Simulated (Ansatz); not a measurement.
Worked example: self-consistent single point of CdHgSe2 (R3m, 4 atoms in the cell) in Ansatz (a first-principles code).

Computed with PBEsol, default PAW files made with PBE (plane waves; Ansatz).

The change in words: lattice scaled by 0.98; kpoints.mp_grid.grid: 8 8 8 → 14 14 14. Reference geometry:
```
CELL_PARAMETERS angstrom
      2.17039     1.25308     7.08105
     -2.17039     1.25308     7.08105
      0.00000    -2.50615     7.08105
ATOMIC_POSITIONS crystal
  Cd 0.50268 0.50268 0.50268
  Hg 0.99985 0.99985 0.99985
  Se 0.87420 0.87420 0.87420
  Se 0.37560 0.37560 0.37560
```

Reference input (self-consistent single point, DFT, PBEsol, plane waves, default PAW files made with PBE): basis.ecutwfc = 420 eV; kpoints.mp_grid.grid = 8 8 8; hamiltonian.xc = pbesol; hamiltonian.pseudopotentials = {kind: paw} (the program's default PAW files); scf.occupations.method = gaussian; scf.occupations.width = 0.1 eV. This run's input differs from it in these lines:

Ansatz 0.2 input:
```diff
@@ -3,5 +3,5 @@
   lattice:
-    - [2.17039400, 1.25307700, 7.08105000]
-    - [-2.17039400, 1.25307700, 7.08105000]
-    - [0.00000000, -2.50615400, 7.08105000]
+    - [2.12698600, 1.22801500, 6.93942900]
+    - [-2.12698600, 1.22801500, 6.93942900]
+    - [0.00000000, -2.45603100, 6.93942900]
   atoms:
@@ -14,3 +14,3 @@
 kpoints:
-  mp_grid: { grid: [8, 8, 8] }
+  mp_grid: { grid: [14, 14, 14] }
 hamiltonian:
```

Log, with long lists cut:

```
SCF iter   1: F=—  HF=-32701.985414 eV  |F-HF|=—  |Δ(HF+E_count)|=         —  Δρ=3.83e-3  dr2=2.10e-2  ethr=1.77e-3  ⟨swp⟩=7.0  Hψ=47514  notcnv=0  defer=84
all-band conjugate gradients solve this SCF's bands
preconditioner: auto → Resta (q_TF=auto, 2.547 Å⁻¹)
SCF iter   2: F=—  HF=-32701.980901 eV  |F-HF|=—  |Δ(HF+E_count)|=   4.51e-3  Δρ=1.68e-3  dr2=4.74e-3  ethr=2.91e-5  ⟨swp⟩=2.1  Hψ=20516  notcnv=0  defer=121
   [... lines left out ...]
SCF iter   5: F=—  HF=-32701.980368 eV  |F-HF|=—  |Δ(HF+E_count)|=   8.90e-5  Δρ=9.31e-5  dr2=1.15e-5  ethr=1.04e-7  ⟨swp⟩=2.0  Hψ=19580  notcnv=0  defer=121
SCF iter   6: F=—  HF=-32701.980376 eV  |F-HF|=—  |Δ(HF+E_count)|=   8.03e-6  Δρ=3.21e-5  dr2=8.12e-7  ethr=1.60e-8  ⟨swp⟩=2.0  Hψ=21740  notcnv=0  defer=122
SCF iter   7: F=—  HF=-32701.980377 eV  |F-HF|=—  |Δ(HF+E_count)|=   1.46e-6  Δρ=9.59e-6  dr2=1.02e-7  ethr=1.13e-9  ⟨swp⟩=2.0  Hψ=21738  notcnv=0  defer=122
SCF iter   8: F=-32701.980377 eV  HF=-32701.980377 eV  |F-HF|=4.85e-9  |Δ(HF+E_count)|=   8.14e-8  Δρ=2.42e-6  dr2=5.95e-9  ethr=1.39e-10  ⟨swp⟩=8.7  Hψ=55014  notcnv=0
SCF 1 converged in 8 iterations: F = -32701.980377 eV  dr2 = 5.95e-9
Free energy (F): -32701.980377 eV
Internal energy: -32701.980231 eV  (E = F + TS)
E sigma→0 (E₀):  -32701.980304 eV
Entropy (-TS):   -0.000146 eV (-0.037 meV/atom)
Fermi energy:    8.713518 eV
--- Forces (eV/Å), atoms counted from 1 ---
  atom   1  Cd    -0.00000000     0.00000001    -0.27578484
  atom   2  Hg     0.00000000    -0.00000000     0.05381334
  atom   3  Se     0.00000000    -0.00000000     0.03344814
  atom   4  Se     0.00000000    -0.00000000     0.18852792
--- Stress (GPa, compression-positive) ---
        3.016681       0.000000       0.000000
        0.000000       3.016681       0.000000
        0.000000       0.000000       2.077245
  P = ⅓ Tr σ = 2.7035 GPa (27.035 kbar)
  The stress holds the Pulay correction. Without it, at fixed plane waves, as pw.x and ABINIT print it: P = 2.6766 GPa
```

The run converged in 8 iterations. Against the reference run the free energy rises by 9.3 meV/atom, the pressure goes from -0.69 to 2.70 GPa and the largest force goes from 0.237 to 0.276 eV/Å.

The starting cell comes from a database of computed structures (which also holds hypothetical and non-ambient phases and stackings), without a prior relaxation at this level. Its lattice was rescaled by up to half a per cent. One atom was moved a little off its site on purpose. For this run, on top of that: lattice scaled by 0.98. Ansatz's pressure includes its estimate of the finite-basis (Pulay) stress. The run gives no clean gap (levels at the Fermi energy touch, overlap or are partly filled at this smearing), which alone does not show that the compound is a metal.

Cost on one core of a shared machine: roughly 2 min.
